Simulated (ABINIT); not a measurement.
# Input and output of a self-consistent single point for CaS (Fm-3m, 2 atoms in the cell) (ABINIT)

Level of theory: PBE, PAW (JTH v2.0 PBE PAW) (plane waves; ABINIT).

Input as run:

```
# CaS, JTH v2.0 PBE PAW
pp_dirpath "./"
pseudos "Ca.GGA_PBE-JTH.xml, S.GGA_PBE-JTH.xml"
acell 4.0980062377 4.0980062377 4.0980062377 Angstrom
rprim
        -0.0000000000    0.7071067812    0.7071067812
         0.7071067812   -0.0000000000    0.7071067812
         0.7071067812    0.7071067812    0.0000000000
natom 2
ntypat 2
znucl 20 16
typat 1 2
xred
         0.0000000000    0.0000000000    0.0000000000
         0.5000000000    0.5000000000    0.5000000000
ecut 42 Ry
pawecutdg 84 Ry
occopt 1
nband 12
kptopt 1
ngkpt 7 7 7
nshiftk 1
shiftk 0 0 0
nstep 50
tolvrs 1.0e-12
diemac 12
prtwf 0
prtden 0
enunit 1
```

Log, with long lists cut:

```
 Symmetries : space group Fm -3 m (#225); Bravais cF (face-center cubic)

 -outvars: echo values of preprocessed input variables --------
            acell      7.7441094801E+00  7.7441094801E+00  7.7441094801E+00 Bohr
           diemac      1.20000000E+01
             ecut      2.10000000E+01 Hartree
           enunit           1
              ixc     -101130
         kptrlatt        7    0    0      0    7    0      0    0    7
          kptrlen      5.42087664E+01
            natom           2
            nband          12
            ngfft          32      32      32
          ngfftdg          48      48      48
             nkpt          20
            nstep          50
             nsym          48
           ntypat           2
        pawecutdg      4.20000000E+01 Hartree
            rprim     -0.0000000000E+00  7.0710678120E-01  7.0710678120E-01
                       7.0710678120E-01 -0.0000000000E+00  7.0710678120E-01
                       7.0710678120E-01  7.0710678120E-01  0.0000000000E+00
          spgroup         225
           tolvrs      1.00000000E-12
            typat      1  2
           useylm           1
             xred      0.0000000000E+00  0.0000000000E+00  0.0000000000E+00
                       5.0000000000E-01  5.0000000000E-01  5.0000000000E-01
            znucl       20.00000   16.00000

== DATASET  1 ==================================================================

 Real(R)+Recip(G) space primitive vectors, cartesian coordinates (Bohr,Bohr^-1):
 R(1)=  0.0000000  5.4759123  5.4759123  G(1)= -0.0913090  0.0913090  0.0913090
 R(2)=  5.4759123  0.0000000  5.4759123  G(2)=  0.0913090 -0.0913090  0.0913090
 R(3)=  5.4759123  5.4759123  0.0000000  G(3)=  0.0913090  0.0913090 -0.0913090
 Unit cell volume ucvol=  3.2839721E+02 bohr^3
 Angles (23,13,12)=  6.00000000E+01  6.00000000E+01  6.00000000E+01 degrees

 Coarse grid specifications (used for wave-functions):

 getcut: wavevector=  0.0000  0.0000  0.0000  ngfft=  32  32  32
         ecut(hartree)=     21.000   => boxcut(ratio)=   2.00311

 Fine grid specifications (used for densities):

 getcut: wavevector=  0.0000  0.0000  0.0000  ngfft=  48  48  48
         ecut(hartree)=     42.000   => boxcut(ratio)=   2.12461

   3.11353284E+02                                ecore*ucvol(ha*bohr**3)

_setup2: Arith. and geom. avg. npw (full set) are    1509.851    1509.826

--- !BeginCycle
solver: {iscf: 17, nstep: 50, nline: 4, wfoptalg: 10, }
tolerances: {tolvrs: 1.00E-12, }
...

     iter   Etot(hartree)      deltaE(h)  residm     nres2
 ETOT  1  -47.489291576492    -4.749E+01 1.975E-01 3.149E+00
 ETOT  2  -47.526798228404    -3.751E-02 2.113E-02 5.140E-01
 ETOT  3  -47.526894177729    -9.595E-05 3.707E-03 1.092E-01
 ETOT  4  -47.527248776557    -3.546E-04 3.897E-03 4.762E-03
 ETOT  5  -47.527274805704    -2.603E-05 1.182E-03 4.021E-04
 ETOT  6  -47.527274654740     1.510E-07 1.340E-03 2.472E-05
 ETOT  7  -47.527275119565    -4.648E-07 4.420E-04 1.494E-06
 ETOT  8  -47.527275126806    -7.242E-09 3.698E-04 4.390E-08
 ETOT  9  -47.527275126938    -1.318E-10 3.980E-04 8.646E-10
 ETOT 10  -47.527275126937     1.108E-12 1.368E-04 8.351E-11
 ETOT 11  -47.527275126934     3.567E-12 4.284E-04 1.862E-12
 ETOT 12  -47.527275126933     7.674E-13 1.330E-04 6.778E-14

 At SCF step   12       nres2   =  6.78E-14 < tolvrs=  1.00E-12 =>converged.

 Cartesian components of stress tensor (hartree/bohr^3)
  sigma(1 1)=  7.90638862E-05  sigma(3 2)=  0.00000000E+00
  sigma(2 2)=  7.90638862E-05  sigma(3 1)=  0.00000000E+00
  sigma(3 3)=  7.90638862E-05  sigma(2 1)=  0.00000000E+00

 ----iterations are completed or convergence reached----

 reduced coordinates (array xred) for    2 atoms
       0.000000000000      0.000000000000      0.000000000000
       0.500000000000      0.500000000000      0.500000000000
 cartesian forces (eV/Angstrom) at end:
    1     -0.00000000000000    -0.00000000000000    -0.00000000000000
    2     -0.00000000000000    -0.00000000000000    -0.00000000000000
 frms,max,avg= 0.0000000E+00 0.0000000E+00   0.000E+00  0.000E+00  0.000E+00 e/A
 length scales=  7.744109480110  7.744109480110  7.744109480110 bohr
              =  4.098006237700  4.098006237700  4.098006237700 angstroms
 Fermi (or HOMO) energy (eV) =   3.89429   Average Vxc (eV)=  -9.14457
 Eigenvalues (   eV  ) for nkpt=  20  k points:
 kpt#   1, nband= 12, wtk=  0.00292, kpt=  0.0000  0.0000  0.0000 (reduced coord)
 -35.51189  -16.47945  -16.47945  -16.47945   -7.25967    3.89429    3.89429    3.89429
   7.72150    8.05884    8.05884    8.05915
 prteigrs : prtvol=0 or 1, do not print more k-points.

--- !EnergyTerms
comment             : Components of total free energy in Hartree
kinetic             :  1.48017801143683E+01
hartree             :  1.00146244477096E+01
xc                  : -8.30089333168077E+00
Ewald energy        : -3.44376034126693E+01
psp_core            :  9.48099671319331E-01
local_psp           : -3.55053229037800E+01
spherical_terms     :  4.95204034141081E+00
total_energy        : -4.75272750733221E+01
total_energy_eV     : -1.29328292583998E+03
...

-Cartesian components of stress tensor (GPa)         [Pressure= -2.3261E+00 GPa]
- sigma(1 1)=  2.32613945E+00  sigma(3 2)=  0.00000000E+00
- sigma(2 2)=  2.32613945E+00  sigma(3 1)=  0.00000000E+00
- sigma(3 3)=  2.32613945E+00  sigma(2 1)=  0.00000000E+00

 Calculation completed.
```

The run converged in 12 iterations.

The starting cell comes from a database of computed structures (which also holds hypothetical and non-ambient phases and stackings), without a prior relaxation at this level. Its lattice was rescaled by a random factor within 2.5 % of one.

These are the values that this program gave, and no reference: the one-centre exchange-correlation terms come from a truncated expansion.
